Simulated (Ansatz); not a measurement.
Worked example: self-consistent single point of ZnPt (P4mm, 2 atoms in the cell) in Ansatz (a first-principles code).

Method: PBEsol, default PAW files made with PBE (plane waves; Ansatz).

The change in words: lattice scaled by 0.98; basis.ecutwfc: 420 eV → 380 eV. Reference geometry:
```
ZnPt
1.0
    2.84231     0.00000     0.00000
    0.00000     2.84231     0.00000
    0.00000     0.00000     3.48408
Zn Pt
1 1
Direct
  0.50000   0.50000   0.51435
  0.00000   0.00000   0.00000
```

Reference input (self-consistent single point, DFT, PBEsol, plane waves, default PAW files made with PBE): basis.ecutwfc = 420 eV; kpoints.mp_grid.grid = 12 12 10; hamiltonian.xc = pbesol; hamiltonian.pseudopotentials = {kind: paw} (the program's default PAW files); scf.occupations.method = fermi_dirac; scf.occupations.width = 0.1 eV. This run's input differs from it in these lines:

Ansatz 0.2 input:
```diff
@@ -2,5 +2,5 @@
   lattice:
-    - [2.842307, 0.000000, 0.000000]
-    - [0.000000, 2.842307, 0.000000]
-    - [0.000000, 0.000000, 3.484076]
+    - [2.785461, 0.000000, 0.000000]
+    - [0.000000, 2.785461, 0.000000]
+    - [0.000000, 0.000000, 3.414394]
   atoms:
@@ -9,3 +9,3 @@
 basis:
-  ecutwfc: 420.0 eV
+  ecutwfc: 380.0 eV
 kpoints:
```

Output, abridged:

```
SCF iter   1: F=—  HF=-15665.809658 eV  |F-HF|=—  |Δ(HF+E_count)|=         —  Δρ=8.69e-3  dr2=1.93e-2  ethr=1.77e-3  ⟨swp⟩=5.0  Hψ=13309  notcnv=0
all-band conjugate gradients solve this SCF's bands
preconditioner: auto → none
SCF iter   2: F=—  HF=-15665.807157 eV  |F-HF|=—  |Δ(HF+E_count)|=   2.50e-3  Δρ=4.81e-3  dr2=8.15e-3  ethr=6.44e-5  ⟨swp⟩=1.6  Hψ=5540  notcnv=0
SCF iter   3: F=—  HF=-15665.805505 eV  |F-HF|=—  |Δ(HF+E_count)|=   1.65e-3  Δρ=2.49e-3  dr2=1.06e-3  ethr=2.72e-5  ⟨swp⟩=2.2  Hψ=4627  notcnv=0
SCF iter   4: F=—  HF=-15665.805017 eV  |F-HF|=—  |Δ(HF+E_count)|=   4.88e-4  Δρ=3.19e-4  dr2=1.22e-5  ethr=3.54e-6  ⟨swp⟩=2.0  Hψ=4801  notcnv=0
SCF iter   5: F=—  HF=-15665.805067 eV  |F-HF|=—  |Δ(HF+E_count)|=   4.94e-5  Δρ=5.48e-5  dr2=5.53e-7  ethr=4.08e-8  ⟨swp⟩=2.7  Hψ=5962  notcnv=0
SCF iter   6: F=-15665.805067 eV  HF=-15665.805067 eV  |F-HF|=4.99e-8  |Δ(HF+E_count)|=   7.19e-8  Δρ=1.51e-5  dr2=6.92e-8  ethr=3.33e-10  ⟨swp⟩=5.2  Hψ=14102  notcnv=0
SCF 1 converged in 6 iterations: F = -15665.805067 eV  dr2 = 6.92e-8
Free energy (F): -15665.805067 eV
Internal energy: -15665.791477 eV  (E = F + TS)
E sigma→0 (E₀):  -15665.798272 eV
Entropy (-TS):   -0.013590 eV (-6.795 meV/atom)
Fermi energy:    19.803438 eV
--- Forces (eV/Å), atoms counted from 1 ---
  atom   1  Zn    -0.00000000     0.00000000    -0.48879761
  atom   2  Pt     0.00000000     0.00000000     0.48912463
--- Stress (GPa, compression-positive) ---
       12.867880       0.000000       0.000000
        0.000000      12.867880       0.000000
        0.000000       0.000000      11.970778
  P = ⅓ Tr σ = 12.5688 GPa (125.688 kbar)
  The stress holds the Pulay correction. Without it, at fixed plane waves, as pw.x and ABINIT print it: P = 12.3264 GPa
```

The run converged in 6 iterations. Against the reference run the free energy goes up by 28.5 meV/atom, the pressure goes from -1.38 to 12.57 GPa and the largest force goes from 0.363 to 0.489 eV/Å.

The starting cell comes from a database of computed structures (which also holds hypothetical and non-ambient phases and stackings), without a prior relaxation at this level. Its lattice was rescaled by up to half a per cent. One atom was moved a little off its site on purpose. For this run, on top of that: lattice scaled by 0.98. Spin polarisation is off. Ansatz's pressure includes its estimate of the finite-basis (Pulay) stress. The cutoff lies below the one recommended for these files.
